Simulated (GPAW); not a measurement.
Input and output of a self-consistent single point for NbIr3 (Pm-3m, 4 atoms in the cell) (GPAW).

Level of theory: PBEsol, GPAW PAW datasets PBEsol (made by gpaw-setup) (plane waves; GPAW).

```
CELL_PARAMETERS angstrom
      3.94394     0.00000     0.00000
      0.00000     3.94394     0.00000
      0.00000     0.00000     3.94394
ATOMIC_POSITIONS crystal
  Nb 0.00000 0.00000 0.00000
  Ir 0.50000 0.50000 0.00000
  Ir 0.00000 0.50000 0.50000
  Ir 0.50000 0.00000 0.50000
```

Reference input (self-consistent single point, DFT LDA (Perdew-Wang 92), plane waves, GPAW PAW datasets LDA (gpaw-data 1.0.1)): mode = pw; ecut = 600 eV; xc = LDA; kpts = 8 8 8; mesh shift (steps) = 0 0 0; occupations.name = fermi-dirac; occupations.width = 0.05 eV; nbands = -8; symmetry.symmorphic = false; symmetry.tolerance = 0.0005; maxiter = 100. This run's input differs from it in these lines:

```diff
@@ -15,3 +15,3 @@
 calc = GPAW(mode=PW(600),
-            xc='LDA',
+            xc='PBEsol',
             kpts={'size': (8, 8, 8), 'gamma': True},
```

Its files differ too (potentials: GPAW PAW datasets PBEsol (made by gpaw-setup)).

The program printed (abridged):

```
     iter     time        total  log10-change:
                         energy   eigst   dens
iter:   1 --:--:--   -46.638244
iter:   2 --:--:--   -46.058089   -1.01  -1.33
iter:   3 --:--:--   -44.859612   -1.18  -1.34
iter:   4 --:--:--   -44.622044   -2.06  -1.48
iter:   5 --:--:--   -44.619755   -1.19  -1.59
iter:   6 --:--:--   -44.482746   -2.62  -1.98
iter:   7 --:--:--   -44.472821   -2.35  -2.26
iter:   8 --:--:--   -44.479110c  -3.43  -2.69
iter:   9 --:--:--   -44.468600c  -3.38  -2.49
iter:  10 --:--:--   -44.469198c  -4.24  -3.00
iter:  11 --:--:--   -44.469673c  -4.84  -3.25
iter:  12 --:--:--   -44.470283c  -4.30  -3.18
   [... 4 lines left out ...]
iter:  17 --:--:--   -44.468974c  -6.38  -3.59
iter:  18 --:--:--   -44.468942c  -6.16  -3.63
iter:  19 --:--:--   -44.468925c  -6.06  -3.67
iter:  20 --:--:--   -44.468923c  -6.05  -3.96
iter:  21 --:--:--   -44.468925c  -7.19  -4.48c
iter:  22 --:--:--   -44.468926c  -7.15  -4.56c
iter:  23 --:--:--   -44.468926c  -7.66c -4.64c
Converged after 23 iterations.

Dipole moment: (-0.000000, -0.000000, -0.000000) |e|*Ang

Energy contributions relative to reference atoms: (reference = -1556892.257462)

Kinetic:        -15.774677
Potential:       +6.928824
External:        +0.000000
XC:             -34.892636
Entropy (-ST):   -0.014756
Local:           -0.723059
SIC:             +0.000000
--------------------------
Free energy:    -44.476304
Extrapolated:   -44.468926

Showing only first 2 kpts
 Kpt  Band  Eigenvalues  Occupancy
  0    27     14.84756    0.00000
  0    28     14.84756    0.00000
  0    29     15.71744    0.00000
  0    30     15.71744    0.00000

  1    27     14.02886    0.00000
  1    28     14.70555    0.00000
  1    29     14.84835    0.00000
  1    30     15.79105    0.00000

Fermi level: 13.32617

No gap
No difference between direct/indirect transitions
Energy (eV): -44.468926

Forces in eV/Ang:
  0 Nb    0.00000    0.00000    0.00000
  1 Ir    0.00000   -0.00000    0.00000
  2 Ir    0.00000    0.00000   -0.00000
  3 Ir   -0.00000    0.00000   -0.00000

Stress tensor:
     0.098722     0.000000     0.000000
     0.000000     0.098722     0.000000
     0.000000     0.000000     0.098722
Stress (GPa, Voigt): [15.817 15.817 15.817  0.     0.     0.   ]
```

The run converged in 23 iterations. GPAW prints stress with tension positive. Against the reference run the pressure goes from -21.36 to -15.82 GPa.

The starting cell comes from a database of computed structures (which also holds hypothetical and non-ambient phases and stackings), without a prior relaxation at this level. Its lattice was rescaled by a random factor within 2.5 % of one. Spin polarisation is off. With a pressure of about -16 GPa the cell is away from its equilibrium volume at this level.

Cost on one core of a shared machine: roughly 50 s.
